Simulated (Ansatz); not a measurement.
Migration barriers of interstitials in covalent semiconductors: PBE bands (Ansatz, a first-principles code, plane waves to 420 eV, PAW, climbing-image NEB) beside r2SCAN single points (500 eV) at the PBE geometries. Forward barriers of single hops from the lowest site run, static nuclei, no finite-size correction. The rows are a random draw from the bands that converged and passed our checks of state and shape. Saddle orders were checked for a part of the study's bands only and are not shown. Charge states are imposed.

```tsv
Defect	Route	Hop (Å), direction in the unit cell	End over start, densest mesh run (eV)	Cell and PBE mesh	r2SCAN k-points	PBE (eV)
interstitial Mg in zinc-blende GaAs, charge +2	Mg moves farthest	2.48 along (0.25, 0.25, -0.25)	0.12	64 sites, one k-point at (0.250, 0.250, 0.250)	same mesh	0.74
interstitial B in silicon, charge +1	Si moves farthest	1.69 along (-0.21, 0.21, -0.07)	0.53	216 sites, Γ	same mesh	0.80
interstitial Ni in silicon, charge 0	Ni moves farthest	1.26 along (0.16, -0.16, 0.00)	0.00	216 sites, one k-point at (0.250, 0.250, 0.250)	same mesh	0.08
interstitial Cu in diamond, charge +1	Cu moves farthest	1.55 along (-0.25, -0.25, 0.25)	0.00	216 sites, Γ	same mesh	0.41
interstitial Zn in zinc-blende GaAs, charge +2	Zn moves farthest	4.05 along (0.50, 0.00, -0.50)	0.00	64 sites, one k-point at (0.250, 0.250, 0.250)	same mesh	0.39
interstitial Mg in 4H silicon carbide, charge +2	Mg moves farthest	2.27 along (0.00, 0.00, -0.22)	0.36	72 sites, 2×2×2 shifted along c	same mesh	3.07
interstitial Al in silicon, charge +1	Al moves farthest	2.35 along (0.25, 0.25, 0.25)	0.00	216 sites, one k-point at (0.250, 0.250, 0.250)	same mesh	1.14
```

### Question
What does r2SCAN give for each row, and how does it differ from PBE over these rows?

### Answer
In the order of the rows: 0.79, 0.60, 0.16, 0.39, 0.43, 3.17, 1.22 eV. Against PBE it lies higher in 5 of 7 rows and lower in 1 (differences over 0.03 eV). The mean difference is +0.02 eV (median +0.05) and the mean size 0.08 eV; the largest, -0.20 eV, is in row 2.
